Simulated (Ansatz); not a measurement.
## ScAu in the CsCl type structure (space group Pm-3m, No. 221)

```xyz
2
Lattice="3.3557 0.0000 0.0000 0.0000 3.3557 0.0000 0.0000 0.0000 3.3557" Properties=species:S:1:pos:R:3 pbc="T T T"
Sc     1.6778     1.6778     1.6778
Au     0.0000     0.0000     0.0000
```

Level of theory: Ansatz (a first-principles code), PBEsol, PAW, cutoff 420 eV, spin-orbit coupling left out. k-mesh 14×14×14 (Γ-centred); smearing 0.05 eV (Fermi–Dirac).

| Item | Value |
|---|---|
| Volume per atom | 18.89 Å³ |
| Density | 10.63 g/cm³ |
| Band gap | zero |
| Total energy | -7560.060 eV/atom (σ→0; compares only within this code and set-up) |

No phonon test of stability was made. The final runs are not spin-polarised.
